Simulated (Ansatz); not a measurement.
Results of r²SCAN+rVV10 (PAW; Ansatz, a first-principles code) for 1T (CdI2-type) MnBr2.

Numerical settings: plane-wave cutoff 560 eV, 12×12×6 k mesh (along the axes of the cell as run), Fermi–Dirac smearing 0.01 eV, spin-polarised with parallel moments, scalar-relativistic PAW data made under PBE.

Properties against volume:

Shape and atoms are relaxed at each volume.

| V (Å³/atom) | P (GPa) | direct gap at Γ (eV) | smallest gap on the k mesh (eV) | c (Å) |
|---|---|---|---|---|
| 25.492 | 0.99 | 3.045 | 2.410 | 6.087 |
| 26.023 | 0.45 | 3.056 | 2.464 | 6.164 |
| 26.554 | 0.00 | 3.066 | 2.513 | 6.240 |
| 27.085 | -0.35 | 3.073 | 2.553 | 6.326 |
| 27.616 | -0.62 | 3.078 | 2.588 | 6.416 |

The fundamental gap (2.51 eV at the equilibrium volume, with added k points) lies elsewhere than Γ–Γ.

Note: the magnetic order was assumed, not searched for or taken from measurement; the bulk modulus comes from volumes at which shape and atoms were relaxed.

Spin–orbit coupling is not included.
